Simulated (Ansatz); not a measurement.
**A computed series for Rh: response to strain**

Start from Rh in the fcc (Cu type) structure (space group Fm-3m, No. 225; relaxed with 0.1 eV smearing).

```
Rh
1.0
    0.00000     1.89079     1.89079
    1.89079     0.00000     1.89079
    1.89079     1.89079     0.00000
Rh
1
Direct
  0.00000   0.00000   0.00000
```

Cartesian axes are those of the cell as printed.

Strains are applied to the cell and any free atomic positions relax.

Level of theory: plane-wave PAW DFT at the PBEsol level (Ansatz, a first-principles code, 420 eV), spin-orbit coupling left out.

Notes on the quantities. pressure: mean of the normal stresses, compression positive; energy relative to the base: free energy F.

```json
[
 {"variant": "base", "pressure": "0.0 GPa", "energy relative to the base": "0 meV/atom", "shortest interatomic distance": "2.674 Å"},
 {"variant": "tensor shear ε_xy = +1.71 %", "pressure": "0.4 GPa", "energy relative to the base": "+10 meV/atom", "shortest interatomic distance": "2.628 Å"},
 {"variant": "tensor shear ε_xy = +1.14 %", "pressure": "0.2 GPa", "energy relative to the base": "+4.6 meV/atom", "shortest interatomic distance": "2.643 Å"},
 {"variant": "tensor shear ε_xy = +0.57 %", "pressure": "0.0 GPa", "energy relative to the base": "+1.1 meV/atom", "shortest interatomic distance": "2.659 Å"},
 {"variant": "tensor shear ε_xy = +0.29 %", "pressure": "0.0 GPa", "energy relative to the base": "+0.3 meV/atom", "shortest interatomic distance": "2.666 Å"},
 {"variant": "tensor shear ε_xy = +0.86 %", "pressure": "0.1 GPa", "energy relative to the base": "+2.6 meV/atom", "shortest interatomic distance": "2.651 Å"},
 {"variant": "tensor shear ε_xy = +2.00 %", "pressure": "0.6 GPa", "energy relative to the base": "+14 meV/atom", "shortest interatomic distance": "2.621 Å"},
 {"variant": "tensor shear ε_xy = +1.43 %", "pressure": "0.3 GPa", "energy relative to the base": "+7.2 meV/atom", "shortest interatomic distance": "2.636 Å"}
]
```

Whether these cells are dynamically stable was not tested. All final runs are without spin polarisation.
